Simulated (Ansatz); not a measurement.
The starting structures come from a database of crystals and need not be the phases stable at ambient conditions.

 Where the default PAW files enter, the runs use the earlier of Ansatz's two default sets.

## Evanescent states of K2NaInF6 (Fm-3m, not sure to be the ambient phase, 10 atoms a cell, 16.6 Å³ an atom, -3 GPa at this level) along the normal of (110)

Calculation: PBEsol (plane waves, PAW; Ansatz, an electronic-structure program).

The gap is the functional's own. No spin-orbit coupling. Mid-gap values are interpolated on the energy grid.

Energies count from the valence-band top; κ is the least over a 6×4 mesh across the current.

```json
[
 {"E (eV)": "0.12", "κ (1/Å)": "0.232", "where": "off Γ"},
 {"E (eV)": "0.36", "κ (1/Å)": "0.332", "where": "off Γ"},
 {"E (eV)": "0.60", "κ (1/Å)": "0.391", "where": "off Γ"},
 {"E (eV)": "0.84", "κ (1/Å)": "0.434", "where": "off Γ"},
 {"E (eV)": "1.08", "κ (1/Å)": "0.461", "where": "off Γ"},
 {"E (eV)": "1.32", "κ (1/Å)": "0.475", "where": "Γ"},
 {"E (eV)": "1.56", "κ (1/Å)": "0.483", "where": "Γ"},
 {"E (eV)": "1.80", "κ (1/Å)": "0.487", "where": "Γ"},
 {"E (eV)": "2.04", "κ (1/Å)": "0.488", "where": "Γ"},
 {"E (eV)": "2.28", "κ (1/Å)": "0.486", "where": "Γ"},
 {"E (eV)": "2.52", "κ (1/Å)": "0.481", "where": "Γ"},
 {"E (eV)": "2.76", "κ (1/Å)": "0.472", "where": "Γ"},
 {"E (eV)": "3.00", "κ (1/Å)": "0.461", "where": "Γ"},
 {"E (eV)": "3.24", "κ (1/Å)": "0.446", "where": "Γ"},
 {"E (eV)": "3.48", "κ (1/Å)": "0.428", "where": "Γ"},
 {"E (eV)": "3.72", "κ (1/Å)": "0.406", "where": "Γ"},
 {"E (eV)": "3.96", "κ (1/Å)": "0.379", "where": "Γ"},
 {"E (eV)": "4.20", "κ (1/Å)": "0.347", "where": "Γ"},
 {"E (eV)": "4.44", "κ (1/Å)": "0.306", "where": "Γ"},
 {"E (eV)": "4.68", "κ (1/Å)": "0.254", "where": "Γ"},
 {"E (eV)": "4.92", "κ (1/Å)": "0.179", "where": "Γ"}
]
```

Task: How thick must the barrier be to attenuate the transmission by 10^8 when the electrodes' Fermi level lies at 1.80 eV, and what attenuation does that film give at 0.12 eV?

Result: d = 8 ln 10 / (2 × 0.487) = 18.9 Å. At 0.12 eV it gives 8 × 0.232/0.487 = 3.8 decades.
